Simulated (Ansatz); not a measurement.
**Response to strain in CdS**

The reference is CdS in the wurtzite structure (space group P6_3mc, No. 186; a = 4.074 Å, c = 6.637 Å). Axes: x lies along a and z along c of the hexagonal cell.

Strains are applied to the cell and any free atomic positions relax; under biaxial strain the out-of-plane vector relaxes too.

The values are results of Ansatz (a quantum-chemistry and plane-wave program) LDA, spin-orbit coupling left out, not measurements.

Candidates:
(a) biaxial strain +3.00 %, plane normal [001], relaxed out of plane
(b) biaxial strain +2.40 %, plane normal [001], relaxed out of plane
(c) biaxial strain +0.60 %, plane normal [001], relaxed out of plane
(d) biaxial strain +1.80 %, plane normal [001], relaxed out of plane
(e) biaxial strain +1.20 %, plane normal [001], relaxed out of plane

### Question
Order them by out-of-plane strain, lowest first.

### Answer
(a) biaxial strain +3.00 %, plane normal [001], relaxed out of plane (-2.95 %), (b) biaxial strain +2.40 %, plane normal [001], relaxed out of plane (-2.35 %), (d) biaxial strain +1.80 %, plane normal [001], relaxed out of plane (-1.75 %), (e) biaxial strain +1.20 %, plane normal [001], relaxed out of plane (-1.16 %), (c) biaxial strain +0.60 %, plane normal [001], relaxed out of plane (-0.57 %)

Stability against distortions was not tested.
